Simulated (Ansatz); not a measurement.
A relaxation of cell and atoms of CaIr2 (Fd-3m, 6 atoms in the cell) with Ansatz (a program for electronic structure).

Computed with PBEsol, default PAW files made with PBE (plane waves; Ansatz).

The change in words: atoms on their sites; basis.ecutwfc: 420 eV → 355 eV; relax: default → cell and atoms. Reference geometry:
```yaml
crystal:
  lattice:
    - [0.00000, 3.79002, 3.79002]
    - [3.79002, 0.00000, 3.79002]
    - [3.79002, 3.79002, 0.00000]
  atoms:
    - { symbol: Ca, position: [0.25381, 0.25381, 0.25381] }
    - { symbol: Ca, position: [0.00000, 0.00000, 0.00000] }
    - { symbol: Ir, position: [0.62500, 0.62500, 0.62500] }
    - { symbol: Ir, position: [0.12500, 0.62500, 0.62500] }
    - { symbol: Ir, position: [0.62500, 0.62500, 0.12500] }
    - { symbol: Ir, position: [0.62500, 0.12500, 0.62500] }
```

Reference input (self-consistent single point, DFT, PBEsol, plane waves, default PAW files made with PBE): basis.ecutwfc = 420 eV; kpoints.mp_grid.grid = 5 5 5; hamiltonian.xc = pbesol; hamiltonian.pseudopotentials = {kind: paw} (the program's default PAW files); scf.occupations.method = fermi_dirac; scf.occupations.width = 0.1 eV. This run's input differs from it in these lines:

Ansatz 0.2 input:
```diff
@@ -7,3 +7,3 @@
   atoms:
-    - { symbol: Ca, position_ang: [1.923873, 1.923873, 1.923873] }
+    - { symbol: Ca, position_ang: [1.895008, 1.895008, 1.895008] }
     - { symbol: Ca, position_ang: [0.000000, 0.000000, 0.000000] }
@@ -14,3 +14,3 @@
 basis:
-  ecutwfc: 420.0
+  ecutwfc: 355.0
 kpoints:
@@ -22,2 +22,4 @@
   occupations: { method: fermi_dirac, width: 0.1 }
+relax:
+  cell: {}
 output:
```

Output, abridged:

```
   [... SCF lines of the steps left out ...]
relax step   1: F+E_penalty+E_count = -50786.05739480 eV  Δ(F+E_penalty+E_count) = +0.000e0 eV  max|allowed force component| = 6.939e-18 eV/Å  Δτ_max = 0.0000 Å  P = -6.196 GPa  Ω = 108.881 Å³  (8 SCF iters, dr2 threshold 1.00e-7 eV, accepted)
relax step   2: F+E_penalty+E_count = -50785.95446833 eV  Δ(F+E_penalty+E_count) = +1.029e-1 eV  max|allowed force component| = 2.313e-17 eV/Å  Δτ_max = 0.0000 Å  P = +12.516 GPa  Ω = 99.187 Å³  energy of the carried Pulay correction = +4.333e-2 eV  [...]
   [... lines left out ...]
relax step   6: F+E_penalty+E_count = -50786.13675400 eV  Δ(F+E_penalty+E_count) = -7.864e-4 eV  max|allowed force component| = 2.833e-17 eV/Å  Δτ_max = 0.0000 Å  P = +0.001 GPa  Ω = 104.968 Å³  energy of the carried Pulay correction = +6.591e-4 eV  [...]
relax step   7: F+E_penalty+E_count = -50786.13675400 eV  Δ(F+E_penalty+E_count) = -3.638e-11 eV  max|allowed force component| = 2.525e-17 eV/Å  Δτ_max = 0.0000 Å  P = -0.005 GPa  Ω = 104.968 Å³  stress off target by 5.05e-3 GPa  SCF on the basis [...]
basis re-selected at this cell: Δ(F+E_penalty+E_count) = -3.638e-11 eV, ΔP = -0.006 GPa vs the last step
the relaxation is at rest under the 48 symmetry operations that the run kept from its start: a minimum is not shown …
Stability not checked: this state was not tested for a lower state beside it, because too few of the mixer's solves of this state at the end of the SCF gave a …
Free energy (F): -50786.136754 eV
Internal energy: -50785.951833 eV  (E = F + TS)
   [... lines left out ...]
Fermi energy:    17.248945 eV
  cell:  # Å, volume = 104.9675 Å³
   [... lines left out ...]
    - { symbol: Ir, position: [0.6249999999999999, 0.6249999999999999, 0.6249999999999999] }
    - { symbol: Ir, position: [0.1250000000000001, 0.6249999999999999, 0.6249999999999999] }
    - { symbol: Ir, position: [0.6249999999999999, 0.6249999999999999, 0.1250000000000001] }
    - { symbol: Ir, position: [0.6249999999999999, 0.1250000000000001, 0.6249999999999999] }
```

The run converged.  The full log also holds: “iter 4 did not close the SCF: its close was put off for the readings that it lacked (scf_convergence_deferred on its scf_iter line)”. The full log also holds: “iter 5 did not close the SCF: its close was put off for the readings that it lacked (scf_convergence_deferred on its scf_iter line)”.

Summary of the result:
```
Quantity                                                                          Result
-----------------------------------------------  ---------------------------------------
Free energy E − TS (on the zero of these files)                           -50786.1368 eV
Fermi level (on the code's own zero)                                            17.25 eV
Pressure                                                                       -0.01 GPa
Final cell                                       a = b = c = 5.295 Å, α = β = γ = 60.00°
Final volume per atom                                                           17.49 Å³
Relaxation steps                                                                       7
```

The starting cell comes from a database of computed structures (which also holds hypothetical and non-ambient phases and stackings), without a prior relaxation at this level. Its lattice was rescaled by up to half a per cent. Spin polarisation is off. The relaxation keeps the symmetry of its start, so its end need not be a minimum. Ansatz's pressure includes its estimate of the finite-basis (Pulay) stress. Without the estimate this run gives -0.70 GPa. The cutoff lies below the one recommended for these files.
